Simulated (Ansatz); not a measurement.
## bcc Mo (1 1 1) on zinc-blende InAs (1 1 1) (film strained to the substrate, faces as cut)

A periodic stack without vacuum, bcc Mo (1 1 1) on zinc-blende InAs (1 1 1) (film strained to the substrate, faces as cut): substrate slab As4In4, film Mo10, surface cells [[-1, 1], [-1, 0]] and [[1, -1], [1, 0]], film strained by -2.2 and -2.2 %, faces In/As and Mo/Mo as cut (like faces can put a slab off its formula).

The start was prepared with a machine-learned potential, and the result is one local minimum, with the in-plane cell held and forces under 0.04 eV/Å; the film can end far from its bulk form.

The numbers are results of PBE (plane waves to 420 eV, PAW; Ansatz, a first-principles code), not measurements. Spin–orbit coupling is left out; the runs are not spin-polarised; PBE gaps are too small against experiment. Its k-point mesh 8×8×1, Fermi–Dirac width 0.05 eV.

```
Item                                                                                        Value
--------------------------------------------------------------------------------  ---------------
interface area                                                                            16.6 Å²
period                                                                                    23.43 Å
gaps between the outermost planes at the two interfaces                           0.83 and 1.40 Å
As–Mo contacts across the interfaces within 1.22 times the sum of covalent radii   8, mean 2.79 Å
In–Mo contacts across the interfaces within 1.22 times the sum of covalent radii   8, mean 3.08 Å
```

```
In2Mo5As2
1.0
    4.37224     0.00221     0.19760
    2.19081     3.78295    -0.15768
   -1.07759    -3.59249    23.70729
As In Mo
4 4 10
Direct
  0.64132   0.04788   0.06791
  0.88042   0.57042   0.22020
  0.10645   0.11710   0.37460
  0.31244   0.70232   0.57186
  0.34291   0.64382   0.01684
  0.57217   0.18624   0.18321
  0.79975   0.72963   0.33513
  0.03549   0.25886   0.48880
  0.59771   0.13165   0.64323
  0.95558   0.41592   0.60727
  0.87581   0.57638   0.72415
  0.23546   0.85662   0.68571
  0.15542   0.01797   0.80364
  0.51646   0.29534   0.76249
  0.43445   0.46051   0.88308
  0.79516   0.73873   0.84272
  0.71767   0.89493   0.95713
  0.07438   0.18115   0.92227
```
